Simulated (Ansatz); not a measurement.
System: SiC (model structure, P6₂22, No. 180, 6 atoms in the cell). Method: LDA (PAW; Ansatz, a quantum-chemistry and plane-wave program).

The input as run:

Ansatz 0.2 input:
```yaml
crystal:
  lattice:
    - [3.0467661991, 0.0, 0.0]
    - [-1.5233830995, 2.6385769278, 0.0]
    - [0.0, 0.0, 6.9890093506]
  atoms:
    - { symbol: Si, position: [0.5000061581, 0.0, 0.6666666667] }
    - { symbol: Si, position: [0.0, 0.5000061581, 0.3333333333] }
    - { symbol: Si, position: [0.4999938419, 0.4999938419, 0.0] }
    - { symbol: C, position: [0.5000023572, 0.0, 0.1666666667] }
    - { symbol: C, position: [0.0, 0.5000023572, 0.8333333333] }
    - { symbol: C, position: [0.4999976428, 0.4999976428, 0.5] }
basis:
  ecutwfc: 520
  ecutrho_ratio: 4
  xc_grid: 2
kpoints:
  mp_grid: { grid: [24, 24, 8] }
  band_path:
    path:
      - [0.0, 0.0, 0.0]
      - [0.041667, 0.0, 0.0]
      - [0.083333, 0.0, 0.0]
      - [0.125, 0.0, 0.0]
      - [0.166667, 0.0, 0.0]
      - [0.208333, 0.0, 0.0]
      - [0.25, 0.0, 0.0]
      - [0.291667, 0.0, 0.0]
      - [0.333333, 0.0, 0.0]
      - [0.375, 0.0, 0.0]
      - [0.416667, 0.0, 0.0]
      - [0.458333, 0.0, 0.0]
      - [0.5, 0.0, 0.0]
      - [0.472222, 0.055556, 0.0]
      - [0.444444, 0.111111, 0.0]
      - [0.416667, 0.166667, 0.0]
      - [0.388889, 0.222222, 0.0]
      - [0.361111, 0.277778, 0.0]
      - [0.333333, 0.333333, 0.0]
      - [0.309524, 0.309524, 0.0]
      - [0.285714, 0.285714, 0.0]
      - [0.261905, 0.261905, 0.0]
      - [0.238095, 0.238095, 0.0]
      - [0.214286, 0.214286, 0.0]
      - [0.190476, 0.190476, 0.0]
      - [0.166667, 0.166667, 0.0]
      - [0.142857, 0.142857, 0.0]
      - [0.119048, 0.119048, 0.0]
      - [0.095238, 0.095238, 0.0]
      - [0.071429, 0.071429, 0.0]
      - [0.047619, 0.047619, 0.0]
      - [0.02381, 0.02381, 0.0]
      - [0.0, 0.0, 0.166667]
      - [0.0, 0.0, 0.333333]
      - [0.0, 0.0, 0.5]
      - [0.041667, 0.0, 0.5]
      - [0.083333, 0.0, 0.5]
      - [0.125, 0.0, 0.5]
      - [0.166667, 0.0, 0.5]
      - [0.208333, 0.0, 0.5]
      - [0.25, 0.0, 0.5]
      - [0.291667, 0.0, 0.5]
      - [0.333333, 0.0, 0.5]
      - [0.375, 0.0, 0.5]
      - [0.416667, 0.0, 0.5]
      - [0.458333, 0.0, 0.5]
      - [0.5, 0.0, 0.5]
      - [0.472222, 0.055556, 0.5]
      - [0.444444, 0.111111, 0.5]
      - [0.416667, 0.166667, 0.5]
      - [0.388889, 0.222222, 0.5]
      - [0.361111, 0.277778, 0.5]
      - [0.333333, 0.333333, 0.5]
      - [0.309524, 0.309524, 0.5]
      - [0.285714, 0.285714, 0.5]
      - [0.261905, 0.261905, 0.5]
      - [0.238095, 0.238095, 0.5]
      - [0.214286, 0.214286, 0.5]
      - [0.190476, 0.190476, 0.5]
      - [0.166667, 0.166667, 0.5]
      - [0.142857, 0.142857, 0.5]
      - [0.119048, 0.119048, 0.5]
      - [0.095238, 0.095238, 0.5]
      - [0.071429, 0.071429, 0.5]
      - [0.047619, 0.047619, 0.5]
      - [0.02381, 0.02381, 0.5]
      - [0.5, 0.0, 0.333333]
      - [0.5, 0.0, 0.166667]
      - [0.333333, 0.333333, 0.333333]
      - [0.333333, 0.333333, 0.166667]
    npoints: 1
hamiltonian:
  xc: lda
  dispersion: none
  pseudopotentials: { kind: paw }
scf:
  occupations: { method: fermi_dirac, width: 0.05 }
  convergence: { dr2_threshold: 0.0000000006 }
output:
  forces: true
  stress: true
  eigenvalues: true
  write_bands: true
```

Excerpt of the program's output:

```
WARN the atoms were moved onto the symmetric positions of the space group found under crystal.symmetry.tolerance 1.0e-5 (fractional …
Crystal: 6 atoms, lattice volume = 56.186 Å³
Basis set: ecut = 520 eV, 1489 PW (Γ), exchange–correlation on 48×48×108 points (8 copies of the dense FFT grid, shifted against one another)
Bands: 18, of which v1, the nominal top of the filled ones, is band 12 counted from 1 (11 counted from 0)
Symmetry: 12 space group operations
Space group: P6222 (ITA 180), of the structure as read, at distance tolerance 3.8e-5 Å
k-points: 305 of 4608 (time reversal used)
Functional: x = slater, c = lda
SCF iter   1: F=—  HF=-2553.353957 eV  |F-HF|=—  |Δ(HF+E_count)|=         —  Δρ=8.80e-3  dr2=4.21e-2
SCF iter   2: F=—  HF=-2553.340561 eV  |F-HF|=—  |Δ(HF+E_count)|=   1.34e-2  Δρ=3.09e-3  dr2=2.87e-3
  ...
SCF iter   5: F=—  HF=-2553.339464 eV  |F-HF|=—  |Δ(HF+E_count)|=   1.82e-7  Δρ=5.24e-6  dr2=4.78e-9
SCF iter   6: F=-2553.339464 eV  HF=-2553.339464 eV  |F-HF|=5.91e-12  |Δ(HF+E_count)|=   3.23e-9  Δρ=4.94e-7  dr2=5.75e-11
SCF 1 converged in 6 iterations: F = -2553.339464 eV  dr2 = 5.75e-11
SCF converged after 6 iterations
Free energy (F): -2553.339464 eV
Internal energy: -2553.339463 eV  (E = F + TS)
E sigma→0 (E₀):  -2553.339463 eV
Fermi energy:    12.079436 eV
--- Stress (GPa, compression-positive) ---
       -0.003877      -0.000000      -0.000000
       -0.000000      -0.003877       0.000000
       -0.000000       0.000000       0.017171
  P = ⅓ Tr σ = 0.0031 GPa (0.031 kbar)
```

The PAW data were made under PBE.

Note: the relaxation could raise the start's symmetry but not lower it, so the cell can be a saddle point.

It cost about 50 core-seconds (a rough figure) of CPU time.

A model structure was made by putting elements into a prototype or built by hand; it is no filed structure, need not be a known phase, and can be a saddle point held by its symmetry.
